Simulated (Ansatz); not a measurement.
The starting structures come from a database of crystals and need not be the phases stable at ambient conditions.

Inside the gap of an insulator the Bloch states are evanescent, with a wavenumber k + iκ along the transport direction.

Consider the following.

```
MgZnO2
1.0
    3.04363     0.00000     0.00000
    0.00000    14.83941     0.00000
    1.52181     4.94647     0.87862
Mg Zn O
1 1 2
Cartesian
  0.00000   0.00000   0.00000
  0.00000   7.41971   0.00000
  0.00000  11.08637   0.00000
  0.00000   3.75304   0.00000
```

Space group of this cell: R-3m. The cell is taken as given; by PBEsol its mean pressure is -6.5 GPa.

Transport runs along the normal of the first two printed cell vectors, the (100) plane of the conventional cell.

No gap correction and no spin-orbit coupling; mid-gap values are interpolated between computed energies.

Q: State the band gap and the smallest decay constant κ at mid-gap according to PBEsol in Ansatz (a quantum-chemistry and plane-wave program).

A: Gap 2.31 eV on a 32×32×32 mesh; κ = 0.218 1/Å, at the zone centre.
